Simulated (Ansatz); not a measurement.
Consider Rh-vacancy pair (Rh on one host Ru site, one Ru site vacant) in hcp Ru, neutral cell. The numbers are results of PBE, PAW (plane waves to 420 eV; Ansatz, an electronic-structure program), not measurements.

36-site cell at the relaxed PBE lattice, a 2×2×2 k-point mesh shifted by half a step along c, smearing 0.10 eV, spin-restricted, no finite-size correction. No zero-point or tunnelling terms. Forms of the defect that were not tried may lie lower.

Barriers: single points on a 4×4×4 k-point mesh shifted by half a step along c at the bands' geometries (they differ from the bands' own by up to 0.15 eV, and are uncertain by about as much).

Relaxed starting cell (atoms counted from 1):

```
CELL_PARAMETERS angstrom
      8.16420     0.00000     0.00000
     -4.08210     7.07041     0.00000
      0.00000     0.00000     8.58609
ATOMIC_POSITIONS crystal
  Rh 0.10595 0.22012 0.13064
  Ru 0.10532 0.21979 0.62594
  Ru 0.11017 0.55579 0.12716
  Ru 0.10962 0.55438 0.62819
  Ru 0.11016 0.88863 0.12715
  Ru 0.10962 0.88949 0.62817
  Ru 0.44550 0.22335 0.12755
  Ru 0.44465 0.22350 0.62753
  Ru 0.44551 0.55640 0.12758
  Ru 0.44465 0.55543 0.62752
  Ru 0.44423 0.88926 0.12717
  Ru 0.44465 0.88946 0.62852
  Ru 0.77671 0.21897 0.12837
  Ru 0.77849 0.21950 0.62704
  Ru 0.77577 0.55500 0.12754
  Ru 0.77597 0.55513 0.62778
  Ru 0.77672 0.89203 0.12835
  Ru 0.77844 0.89320 0.62701
  Ru 0.22363 0.11005 0.37859
  Ru 0.22096 0.11163 0.87614
  Ru 0.22358 0.44784 0.37857
  Ru 0.22095 0.44360 0.87615
  Ru 0.22106 0.77768 0.37813
  Ru 0.22118 0.77773 0.87760
  Ru 0.55249 0.11014 0.37802
  Ru 0.55585 0.11160 0.87759
  Ru 0.55505 0.44466 0.37752
  Ru 0.55483 0.44454 0.87753
  Ru 0.55242 0.77662 0.37797
  Ru 0.55581 0.77848 0.87759
  Ru 0.88787 0.11103 0.87743
  Ru 0.88870 0.44656 0.37763
  Ru 0.88792 0.44346 0.87791
  Ru 0.88871 0.77639 0.37759
  Ru 0.88793 0.77870 0.87792
```

End state 1 differs by these moves (Å; atoms that move under 0.08 Å are left out):

| atom | element | Δx | Δy | Δz |
|---|---|---|---|---|
| 1 | Rh | -1.31 | -0.76 | 2.10 |

What forward and backward barriers to end state 1 does PBE, PAW give?

forward 2.11 eV, backward 2.11 eV; at the saddle point atom 1 has neighbours 4 Ru at 2.50, 4 Ru at 3.02 Å. The saddle point's order was not checked, and it lies on a symmetry element of the cell, where a band can be held.
